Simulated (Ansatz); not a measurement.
WC, response to strain

Take WC (space group P-6m2, No. 187; a = 2.9225 Å, c = 2.8462 Å; relaxed with 0.1 eV smearing) as the base.

Strains are applied to the cell and any free atomic positions relax.

Level of theory: PBE (Ansatz, a quantum-chemistry and plane-wave program; PAW; 420 eV plane waves; scalar-relativistic without spin-orbit coupling).

Notes on the quantities. pressure: mean of the normal stresses, compression positive.

```tsv
isotropic strain (%)	pressure (GPa)
-3.88	58.8
-3.67	?
-0.89	11.0
0	0.0
1.75	-18.0
```

Problem. Fit P = P₀ − Bδ + Cδ² with δ = (1 + ε)³ − 1 to the rows shown and predict the withheld row.

Solution. Least squares on the printed values gives P₀ = -0.2 GPa, B = 396 GPa (at held cell shape), C = 1170 GPa (largest residual 0.2 GPa); this predicts 55.0 GPa, and the run gives 54.8 GPa, 0.2 lower.

No phonon test of stability was made. The final runs are not spin-polarised.
